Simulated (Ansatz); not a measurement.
Consider MoS2 (space group R3m, No. 160; layered, stacked along the Cartesian z axis).

```cif
data_MoS2
_chemical_formula_sum 'Mo1 S2'
_space_group_name_H-M_alt 'P 1'
_space_group_IT_number 1
_cell_length_a 6.26809
_cell_length_b 6.26809
_cell_length_c 6.26809
_cell_angle_alpha 29.136
_cell_angle_beta 29.136
_cell_angle_gamma 29.136
loop_
_space_group_symop_operation_xyz
  'x, y, z'
loop_
_atom_site_label
_atom_site_type_symbol
_atom_site_fract_x
_atom_site_fract_y
_atom_site_fract_z
_atom_site_occupancy
Mo1 Mo 0.00002 0.00002 0.00002 1
S1 S 0.75353 0.75353 0.75353 1
S2 S 0.57975 0.57975 0.57975 1
```

The values are results of PBE-D3(BJ) in Ansatz (plane waves to 420 eV, PAW, without spin-orbit coupling), earlier PAW set, not measurements.

Base values:

The gap between the host's bands is 0.77 eV.

One thing is altered: hole doping at 5.0×10^21 cm⁻³ (0.258 per cell), with a uniform compensating background at fixed cell and a 300 K Fermi–Dirac width.

**Question.** Estimate the effect on the gap between the host's bands and Fermi level from band edge.

**Answer.** The gap between the host's bands goes up by 0.050 eV, from 0.77 eV to 0.81 eV; the Fermi level relative to the doped band's edge (positive inside the band; to 0.05 eV) amounts to +0.95 eV.

Carriers are added with a uniform compensating background; total energy and stress of such cells depend on the potential's zero and are not compared; many-body gap narrowing is missing at this level. Stability against distortions was not tested.

Ansatz is a program for electronic structure.
